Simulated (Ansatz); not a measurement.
For spinel Na₂WO₄, LDA in Ansatz (plane waves, PAW) gives:

- equilibrium lattice constant a: 8.931 Å
- formation enthalpy: -2.378 eV/atom

Question: What does r²SCAN (Ansatz, a quantum-chemistry and plane-wave program, PAW) give for the same quantities?

Answer: 
- lattice constant a: 9.089 Å (rises by 1.8 %)
- formation enthalpy: -2.339 eV/atom (moves by +0.039 eV/atom)

For comparison: lattice constant a 9.130 Å (measured, 298 K, copied from a table, unchecked, not corrected to a static lattice; as tabulated in Acta Crystallographica Section E 71, 592 (2015)).

Changes are worked out from the printed values.

Unless a cell is named, each level is at its own relaxed cell (LDA 12.72, r²SCAN 13.41 Å³/atom).

Levels without +SOC leave out spin–orbit coupling, which shifts energies and cells of such heavy elements.

Ansatz's density-functional and Hartree–Fock values are scalar-relativistic unless marked +SOC, with PAW data made under PBE.
